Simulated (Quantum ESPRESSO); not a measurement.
Troubleshooting Quantum ESPRESSO: a failed run on TiSi2 (Fddd, 6 atoms in the cell). The aim is a self-consistent single point with DFT, PBEsol, plane waves, GBRV 1.5 ultrasoft (PBESOL) pseudopotentials.

This input was run:

```fortran
&control
    calculation = 'scf'
    prefix = 'pwscf'
    outdir = './tmp'
    pseudo_dir = './'
    tprnfor = .true.
    tstress = .true.
/
&system
    ibrav = 0
    nat = 7
    ntyp = 2
    ecutwfc = 50
    ecutrho = 400
    occupations = 'smearing'
    smearing = 'fd'
    degauss = 0.0073499
/
&electrons
    conv_thr = 1e-10
/
ATOMIC_SPECIES
Ti    47.8670  ti_pbesol_v1.4.uspp.F.UPF
Si    28.0850  si_pbesol_v1.uspp.F.UPF
ATOMIC_POSITIONS crystal
Ti    0.5000000000    0.5000000000    0.5000000000
Ti    0.7500000000    0.7500000000    0.7500000000
Si    0.8374300000    0.1625700000    0.8374300000
Si    0.1625700000    0.8374300000    0.1625700000
Si    0.4125700000    0.0874300000    0.4125700000
Si    0.0874300000    0.4125700000    0.0874300000
K_POINTS automatic
6 6 6  0 0 0
CELL_PARAMETERS angstrom
   0.0000000000     4.1273970000     4.2731310000
   2.3952450000     0.0000000000     4.2731310000
   2.3952450000     4.1273970000     0.0000000000
```

Output, abridged:

```
     This program is part of the open-source Quantum ESPRESSO suite
     for quantum simulation of materials; please cite

 %%%%%%%%%%%%%%%%%%%%%%%%%%%%%%%%%%%%%%%%%%%%%%%%%%%%%%%%%%%%%%%%%%%%%%%%%%%%%%
     Error in routine read_cards (7):
     wrong number of columns in ATOMIC_POSITIONS
 %%%%%%%%%%%%%%%%%%%%%%%%%%%%%%%%%%%%%%%%%%%%%%%%%%%%%%%%%%%%%%%%%%%%%%%%%%%%%%

     stopping ...
```

**Question.** Read the log: what does the program object to, and what is the fix?

**Answer.** The fault is an atom count that does not match the list of atoms; here the program stops on it instead of giving results. To fix it, make the count match the list. The program stopped before any SCF iteration.

The sound input it was made from differs as follows (other fixes are possible):
```diff
-    nat = 7
+    nat = 6
```

With that input, the run converged in 14 iterations: free energy E − TS -3766.4495 eV; Fermi level (on the code's own zero) 12.47 eV; pressure -2.98 GPa; largest force (vector length) 0.080 eV/Å (DFT, PBEsol, plane waves, GBRV 1.5 ultrasoft (PBESOL) pseudopotentials).

On the sound input: the starting cell comes from a database of computed structures (which also holds hypothetical and non-ambient phases and stackings), without a prior relaxation at this level. Its lattice was rescaled by a random factor within 2.5 % of one. Spin polarisation is off.
